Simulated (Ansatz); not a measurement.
Take Hf in the hcp (Mg type) structure (space group P6_3/mmc, No. 194; a = 3.2040 Å, c = 5.0726 Å; relaxed with 0.1 eV smearing) as the base. Axes: x lies along a and z along c of the hexagonal cell.

All numbers come from Kohn–Sham DFT with the PBE functional, run in Ansatz (a program for electronic structure) with PAW and 420 eV plane waves, no SOC.

Now apply this change: the cell is scaled by 1.0100 in all directions; the atoms relax in the strained cell.

Problem. Predict the stress tensor and what it implies for the stiffness.

Solution. Stress of the strained cell less that of the base (GPa, compression positive):
```
   -3.0     0.0     0.0
    0.0    -3.0     0.0
    0.0     0.0    -3.1
```

Then B = −ΔP/(ΔV/V₀) with ΔV/V₀ = 0.0303 gives secant stiffness values (nonlinear terms included at this strain): B (at held cell shape, above the free-shape value) ≈ 100 GPa.

As a check, the harmonic strain energy −½ V₀ Δσ:ε is 6.4 meV/atom; the computed energy rise is 6.6 meV/atom.

Whether these cells are dynamically stable was not tested. All final runs are without spin polarisation.
